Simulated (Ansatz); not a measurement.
Base system: Cu in the fcc (Cu type) structure (space group Fm-3m, No. 225).

```
Cu
1.0
    0.00000     1.78189     1.78189
    1.78189     0.00000     1.78189
    1.78189     1.78189     0.00000
Cu
1
Cartesian
  0.00000   0.00000   0.00000
```

Cartesian axes are those of the cell as printed.

The values are results of PBEsol (Ansatz, an electronic-structure program, PAW, no spin-orbit coupling), not measurements.

Strains are applied to the cell and any free atomic positions relax; under biaxial strain the out-of-plane vector relaxes too.

One change was made to it. Results:

```csv
quantity,base,after
pressure,0.0 GPa,4.0 GPa
energy relative to the base (free energy F),0 meV/atom,+3.0 meV/atom
```

Task: Which of these changes matches the shifts?
(A) biaxial strain −3.29 %, plane normal [111], relaxed out of plane
(B) isotropic strain +3.89 %
(C) isotropic strain −0.74 %

Result: C, isotropic strain −0.74 %. For comparison, the energy relative to the base in the other runs: isotropic strain +3.89 % gives +70 meV/atom; biaxial strain −3.29 %, plane normal [111], relaxed out of plane gives +29 meV/atom.

Without a gap, meshes like the base's 22×22×22 leave anisotropic stresses uncertain by several tenths of a GPa, and small strain energies with them. Whether these cells are dynamically stable was not tested. All final runs are without spin polarisation.
